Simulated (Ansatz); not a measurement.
Consider the following.

```xyz
2
Lattice="0.0000 2.9895 2.9895 2.9895 0.0000 2.9895 2.9895 2.9895 0.0000" Properties=species:S:1:pos:R:3 pbc="T T T"
Ga     0.0000     0.0000     0.0000
Sb     1.4948     1.4948     1.4948
```

No spin polarisation.

All numbers come from Ansatz (a first-principles code) r2SCAN, without spin-orbit coupling. k-mesh 13×13×13 (Γ-centred); smearing 0.05 eV (Fermi–Dirac).

Task: Predict the gap character, width of the top valence band and electron mass.

Result: 
```json
{
 "gap_character": "indirect, Γ → L",
 "width_of_the_top_valence_band": "3.58 eV",
 "electron_mass": "1.7 mₑ along k, 0.092 mₑ across (at L)"
}
```

Spin-orbit coupling, missing from the scalar runs, can matter with Sb. The cells carry an imposed strain or load. Effective masses come from finite differences of ±0.01 Å⁻¹. Along k means along the line from Γ to the band edge. No phonon test of stability was made. The cell was made from GaSb in the zinc blende structure (space group F-43m, No. 216) by this change: isotropic strain −2.50 %.
